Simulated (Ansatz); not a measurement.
Base system: Li$_{2}$S in the anti-fluorite structure (space group Fm-3m, No. 225; a = 5.706 Å).

The values are results of PBE (Ansatz, a quantum-chemistry and plane-wave program), spin-orbit coupling left out, not measurements.

Strains are applied to the cell and any free atomic positions relax.

One change was made to it. Results:

| quantity | base | after |
|---|---|---|
| valley order (the lowest conduction-band minima on the path, energy above the VBM, named in the base's zone) | X along ⟨100⟩ 3.39 eV; Γ 4.25 eV | X along ⟨100⟩ 3.37 eV; Γ 4.40 eV |
| pressure | 0.0 kbar | 13.0 kbar |
| energy relative to the base (free energy F) | 0 meV/atom | +1.8 meV/atom |

Which of these changes matches the shifts?
(A) isotropic strain +1.50 %
(B) isotropic strain +1.00 %
(C) isotropic strain −1.00 %
(D) isotropic strain −3.00 %
(E) isotropic strain −0.50 %

C, isotropic strain −1.00 %. For comparison, the valley order in the other runs: isotropic strain −3.00 % gives X along ⟨100⟩ 3.32 eV; Γ 4.73 eV; isotropic strain +1.00 % gives X along ⟨100⟩ 3.41 eV; Γ 4.10 eV; isotropic strain −0.50 % gives X along ⟨100⟩ 3.38 eV; Γ 4.32 eV; isotropic strain +1.50 % gives X along ⟨100⟩ 3.42 eV; Γ 4.02 eV.

The levels and masses belong to the bands next to the band gap. Stability against distortions was not tested.
